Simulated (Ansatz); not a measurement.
Functionals compared on the (30-32) surface of hcp Re in its 1x1 cell, outermost plane spacing 0.75 Å in the ideal cut, in Ansatz (plane waves, PAW). The structure was relaxed with PBE; the other rows are single points on it, each with its references at the same level. Cutoff 420 eV (500 eV for r2SCAN).

Set-up: 28 atoms, 9.8 Å thick at the start (thin: gaps and levels are the slab's own); mesh 13x3x1; 0.1 eV smearing; dipole correction on; all atoms relaxed; held to the start's symmetry, so lower structures may exist; no spin, no spin-orbit, no U. These notes are the PBE run's.

```csv
functional,surface energy (J/m²),work function of the top face (eV),rough cost of the single point
PBE,3.26,4.90,–
LDA,3.78,5.20,around 7 core-minutes (rough)
PBEsol,3.66,5.01,very roughly 8 core-minutes
RPBE,3.05,4.76,very roughly 7 core-minutes
r2SCAN,3.49,4.96,around 15 core-minutes (rough)
```

Ansatz is a quantum-chemistry and plane-wave program.
